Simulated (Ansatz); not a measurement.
Take V$_{4}$GaS$_{8}$ (space group F-43m, No. 216; a = 9.5086 Å) as the base.

The values are results of DFT with PBEsol, PAW potentials and a 420 eV plane-wave cutoff in Ansatz (a program for electronic structure), spin-orbit coupling left out, not measurements.

One change was made to it. Results:

| quantity | base | after |
|---|---|---|
| density | 4.09 g/cm³ | 4.11 g/cm³ |
| shortest interatomic distance | 2.257 Å | 2.257 Å |

### Question
Name the change that was made.
A. pressure −1 GPa
B. pressure 0.3 GPa
C. pressure −2 GPa
D. pressure 7.5 GPa
E. pressure 5 GPa

### Answer
B, pressure 0.3 GPa. For comparison, the density in the other runs: pressure −2 GPa gives 4.00 g/cm³; pressure 5 GPa gives 4.30 g/cm³; pressure 7.5 GPa gives 4.39 g/cm³; pressure −1 GPa gives 4.05 g/cm³.

Load acts through the strain it causes; cell and atoms are relaxed under it. Whether these cells are dynamically stable was not tested. No other phases were tried under pressure. Starting moments died away, wholly or in part, for the base; another magnetic solution may exist. The base started in R3m and relaxed to F-43m at this level. The final runs are not spin-polarised. An odd electron count without spin: V4GaS8.
